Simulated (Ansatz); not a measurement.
Take ZnS in the zinc blende structure (space group F-43m, No. 216; a = 5.389 Å) as the base. Axes: x, y, z lie along the cube axes.

Computed with r2SCAN in Ansatz (plane waves to 500 eV, PAW, no spin-orbit coupling).

Before the change:

The band gap is 2.70 eV, the shortest interatomic distance comes out as 2.334 Å and the pressure is 0.0 kbar.

Now apply this change: biaxial strain +0.50 %, plane normal [001], relaxed out of plane (Cartesian); in-plane vectors clamped, the third vector and the atoms free.

Task: Predict the new band gap, shortest interatomic distance and pressure.

Result: The band gap shrinks by 0.04 eV (2.70 eV → 2.66 eV); the shortest interatomic distance increases by 0.003 Å to 2.337 Å; the pressure (mean of the normal stresses, compression positive) goes from zero to -3.1 kbar.

Semilocal Kohn–Sham gaps tend to fall short of experiment. Stability against distortions was not tested.

Ansatz is an electronic-structure program.
